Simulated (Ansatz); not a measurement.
ZnO: element substitutions

The parent structure is ZnO in the wurtzite structure (space group P6_3mc, No. 186).

```
ZnO
1.0
    3.27960     0.00000     0.00000
   -1.63980     2.84021     0.00000
    0.00000     0.00000     5.29330
Zn O
2 2
Direct
  0.66667   0.33333   0.00215
  0.33333   0.66667   0.50215
  0.66667   0.33333   0.62305
  0.33333   0.66667   0.12305
```

Each row replaces one element on all its sites; cell and atoms are relaxed.

Computed with plane-wave PAW DFT at the PBE level (Ansatz, an electronic-structure program, 420 eV), scalar-relativistic without spin-orbit coupling.

```
variant     density  shortest interatomic distance  band gap
-------  ----------  -----------------------------  --------
base     5.48 g/cm³                       199.9 pm   0.74 eV
O → S    4.01 g/cm³                       235.7 pm   2.08 eV
Zn → In         [?]                            [?]      zero
O → N    5.49 g/cm³                       197.0 pm      zero
```

Question: Complete the table.

Answer: 
- Zn → In, density: 6.06 g/cm³
- Zn → In, shortest interatomic distance: 226.3 pm

Whether these cells are dynamically stable was not tested. As relaxed here, ZnN is a hypothetical phase, not in the database extracts checked. For InO in this form, whether it has been made was not checked. All final runs are without spin polarisation. ZnN has a high density of states at the Fermi level and may be magnetic at this level.
